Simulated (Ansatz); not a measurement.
**GaAs under a change: biaxial strain +3.00 %, plane normal [001], relaxed out of plane**

Take GaAs in the zinc blende structure (space group F-43m, No. 216; a = 5.603 Å) as the base. Axes: x, y, z lie along the cube axes.

The change: biaxial strain +3.00 %, plane normal [001], relaxed out of plane (Cartesian); in-plane vectors clamped, the third vector and the atoms free.

The values are results of LDA in Ansatz (plane waves to 420 eV, PAW, no SOC), not measurements. Γ-centred 10×10×10 mesh, Fermi–Dirac width 0.05 eV.

* **Volume per atom**: 22.68 Å³ (base 21.98 Å³)
* **Space group**: I-4m2 (No. 119) (base F-43m (No. 216))
* **Energy relative to the base (free energy F)**: +14 meV/atom
* **Band gap**: zero (base 0.49 eV)
* **Out-of-plane strain**: -2.77 % (rough)

Without a gap, meshes like the base's 10×10×10 leave anisotropic stresses uncertain by several tenths of a GPa, and small strain energies with them. No phonon test of stability was made. The final runs are not spin-polarised. Gaps under 0.05 eV, about the width of the smearing, are given as zero. The zero or small gap of GaAs under biaxial strain +3.00 %, plane normal [001], relaxed out of plane can change with the level of theory.

Ansatz is a program for electronic structure.
